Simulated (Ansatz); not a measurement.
Here is the system:

```
PbZrO3
1.0
    4.13259     0.00725     0.00580
    0.00725     4.15330    -0.00994
    0.00580    -0.00994     4.16117
Zr Pb O
1 1 3
Direct
  0.00000   0.00000   0.00000
  0.50000   0.50000   0.50000
  0.50000   0.00000   0.00000
  0.00000   0.50000   0.00000
  0.00000   0.00000   0.50000
```

A single point on PbZrO3 with a change (strain tensor (xx, yy, zz, yz, xz, xy) = (−0.21, +0.29, +0.48, −0.24, +0.14, +0.18) %), its geometry relaxed with PBEsol.

Level of theory: PBEsol (Ansatz, a program for electronic structure; PAW; 420 eV plane waves; noncollinear with spin-orbit coupling). k-mesh 8×8×8 (Γ-centred); smearing 0.05 eV (Fermi–Dirac).

Question: Predict the band gap.

Answer: 1.97 eV.

Question: Estimate the width of the top valence band.

Answer: 0.83 eV.

Single points use the geometry relaxed with PBEsol. No phonon test of stability was made. The cell was made from PbZrO3 in the cubic perovskite structure (space group Pm-3m, No. 221; a cell from a computed database, its experimental status unchecked) by this change: strain tensor (xx, yy, zz, yz, xz, xy) = (−0.21, +0.29, +0.48, −0.24, +0.14, +0.18) %. Many cubic perovskites are stable only at high temperature; tilts and polar distortions were not tested.
